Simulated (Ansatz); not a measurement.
# Response to strain in ZnO

The parent structure is ZnO in the wurtzite structure (space group P6_3mc, No. 186; a = 3.279 Å, c = 5.294 Å). Axes: x lies along a and z along c of the hexagonal cell.

Strains are applied to the cell and any free atomic positions relax.

Level of theory: Kohn–Sham DFT with the PBE functional, run in Ansatz (an electronic-structure program) with PAW and 420 eV plane waves, without spin-orbit coupling.

Notes on the quantities. energy relative to the base: free energy F.

```tsv
uniaxial strain ε_zz (%)	energy relative to the base (meV/atom)
0	0.0
0.6	0.3
1.2	1.1
1.8	?
2.4	4.4
3	6.9
```

Q: Fit ΔE = Aε² + Bε³ (ε in %) to the rows shown and predict the withheld row.

A: Least squares on the printed values gives A = 0.761 and B = 0.0018 meV/atom (largest residual 0.0 meV/atom); this predicts 2.5 meV/atom, and the run gives 2.5 meV/atom, in agreement.

Stability against distortions was not tested.
